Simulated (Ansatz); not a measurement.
Ansatz (a first-principles code), DFT, PBE, plane waves, its default PAW files: Pt(111) slab of 4 layers, 3x3, atoms displaced (Pt36), unrelaxed, 36 atoms. Basis and mesh were picked for this test and aren't claimed converged.

- cell = 8.32, 8.32, 20.80 Å; 90, 90, 60°
- distance to the nearest atom = 2.66 to 2.76 Å
- task = single point
- k mesh = 4×4×1
- hamiltonian.xc = pbe
- kind of files = paw
- scf.occupations.method = fermi_dirac
- scf.occupations.width = 0.1 eV
- output.forces = true
- memory maximum (--max-ram) = 200GiB
- accuracy = medium (default)
- basis.precision = auto (default)
- basis.xc_grid = 2 (default)
- scf.eigensolver.kind = auto (default)
- scf.mixing.algorithm = auto (default)
- scf.mixing.preconditioner = auto (default)
- scf.convergence.dr2_threshold = 1e-07 (default)
- scf.lower_state_search = light (default)
- k-points after symmetry = 10
- bands at the start = 389
- electrons = 648
- plane waves at Γ = 24405
- cutoff (eV) = 420
- FFT grid = 60×60×144
- symmetry operations = 1

It runs on a single node (Arm Neoverse V2, 96 cores on 1 socket, no SMT, 1 L3 cache group).

Each time is the median wall time of two to five repeats, run one at a time on the otherwise empty machine; start-up is included. Unless noted, each process is bound to its own block of adjacent cores. Build: release build for Arm (Neoverse V2), one process with threads. Other compilers and libraries give other times. Scratch files lie in a memory file system.

Started as
```bash
OMP_NUM_THREADS=88 ANSATZ_TIMINGS=1 ansatz run --backend cpu --threads 88 --max-ram 200GiB --events-out run.ndjson --runs-dir run.runs --progress --plain run.yaml
```
(88 threads, --kpoint-pools auto (default)) it takes 14 s and 11 SCF iterations (all cycles of the run, searches included).

### Question
Estimate the wall time with 32 threads, --kpoint-pools 1.

### Answer
About 29 s (2 runs within 1 %): 2.1× as long, on 32 cores in place of 88, so 0.77× the core-time. The largest move is in band solves (diag): 11 s to 25 s. As resolved by the program: eigensolver slots 10 against 7. Applications of H to a band go from 77755 to 77877. Change in the result: energy under 0.001 meV/atom, forces (largest component) under 0.001 meV/Å.

Keys are those of Ansatz 0.2.
